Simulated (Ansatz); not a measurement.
This Ansatz (a first-principles code) input is the reference run, WS$_{2}$ in the 2H-MoS2 type structure (space group P6_3/mmc, No. 194; layered, stacked along the Cartesian z axis), computed with Ansatz PBEsol-D3(BJ), no spin-orbit coupling:

Ansatz 0.2 input:
```yaml
crystal:
  lattice:
    - [3.1148090819, 0, 0]
    - [-1.5574045409, 2.6975037928, 0]
    - [0, 0, 11.7730712626]
  atoms:
    - { symbol: W, position: [0.3333333333, 0.6666666667, 0.25] }
    - { symbol: W, position: [0.6666666667, 0.3333333333, 0.75] }
    - { symbol: S, position: [0.3333333333, 0.6666666667, 0.6164639928] }
    - { symbol: S, position: [0.6666666667, 0.3333333333, 0.1164639928] }
    - { symbol: S, position: [0.6666666667, 0.3333333333, 0.3835360072] }
    - { symbol: S, position: [0.3333333333, 0.6666666667, 0.8835360072] }
basis: { ecutwfc: 420, ecutrho_ratio: 4, xc_grid: 2, fft_grid_basis: typed }
kpoints: { mp_grid: { grid: [12, 12, 3] } }
hamiltonian:
  xc: pbesol
  dispersion: d3bj
  pseudopotentials: { kind: paw }
scf: { occupations: { method: fermi_dirac, width: 0.05 }, convergence: { dr2_threshold: 0.0000000006 } }
output: { forces: true, stress: true }
```

**Question.** Write the input for this change: uniaxial stress, 2 GPa compression along x, with the cell and atoms free to relax against it.

**Answer.** 
Ansatz 0.2 input:
```yaml
crystal:
  lattice:
    - [3.1148090819, 0, 0]
    - [-1.5574045409, 2.6975037928, 0]
    - [0, 0, 11.7730712626]
  atoms:
    - { symbol: W, position: [0.3333333333, 0.6666666667, 0.25] }
    - { symbol: W, position: [0.6666666667, 0.3333333333, 0.75] }
    - { symbol: S, position: [0.3333333333, 0.6666666667, 0.6164639928] }
    - { symbol: S, position: [0.6666666667, 0.3333333333, 0.1164639928] }
    - { symbol: S, position: [0.6666666667, 0.3333333333, 0.3835360072] }
    - { symbol: S, position: [0.3333333333, 0.6666666667, 0.8835360072] }
basis: { ecutwfc: 420, ecutrho_ratio: 4, xc_grid: 2, fft_grid_basis: typed }
kpoints: { mp_grid: { grid: [12, 12, 3] } }
hamiltonian:
  xc: pbesol
  dispersion: d3bj
  pseudopotentials: { kind: paw }
scf: { occupations: { method: fermi_dirac, width: 0.05 } }
relax: { f_tol: 0.005, max_steps: 50, cell: { stress_tol: 0.01, sigma_target: [2, 0, 0, 0, 0, 0] } }
output: { forces: true, stress: true }
checkpoint: { write: state.ck, write_every: 1000 }
```
This is the input that was run.

Load acts through the strain it causes; cell and atoms are relaxed under it. sigma_target is in GPa, compression positive, in the order xx, yy, zz, yz, xz, xy. Stability under load was not tested beyond the relaxation.
